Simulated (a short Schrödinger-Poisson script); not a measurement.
System: gated In0.52Al0.48As/In0.53Ga0.47As δ-doped gas in a quantum well, at 77 K.

```csv
layer,material,thickness (nm),Na (cm⁻³)
1,In0.52Al0.48As,10,-
2,In0.52Al0.48As,2,-
3,In0.53Ga0.47As,15,-
4,In0.52Al0.48As,4000,8e15
```

Constants are typed, rounded textbook-type inputs, not results; the design itself was drawn at random and stands for no fabricated device. In0.52Al0.48As: permittivity 12.5, conduction-band edge (eV) 0.52, gap (eV) 1.45, electron mass (mₑ) 0.075, Nv at 300 K (cm⁻³) 1.1e19. In0.53Ga0.47As: permittivity 13.9, conduction-band edge (eV) 0, gap (eV) 0.74, Nv at 300 K (cm⁻³) 7.7e18.

Channel valleys (confinement mass, in-plane density-of-states mass, number): Γ 0.041, 0.041, 1. At the gate the conduction-band edge of layer 1 lies 0.65 eV − eVg above the Fermi level of the channel; the field vanishes at the back. Sheet of ionised δ-doping: +2.4e12 e/cm² at 10 nm from the gate. The barrier under the gate holds no holes. Gaps are held at their typed values at every temperature. Mesh 0.08 nm at interfaces.

From a short Schrödinger-Poisson script (our own, NumPy): 1D Poisson equation in equilibrium, electrons quantum, Hartree (BenDaniel-Duke, 40 states a valley, the channel's in-plane mass for all, wave functions free to enter the barrier), parabolic valleys, classical holes, full ionisation, no traps, pinning or gate leakage.

List the lowest subbands of each valley and their electrons at Vg = 0.4 V.


| valley | subband | energy from the Fermi level (meV) | electrons (cm⁻²) | share (%) |
|---|---|---|---|---|
| Γ | 0 | -100.2 | 1.72e12 | 91.5 |
| Γ | 1 | -7.5 | 1.60e11 | 8.5 |
| Γ | 2 | 120.9 | < 1e6 | 0.0 |

All electrons: 1.88e12 cm⁻².
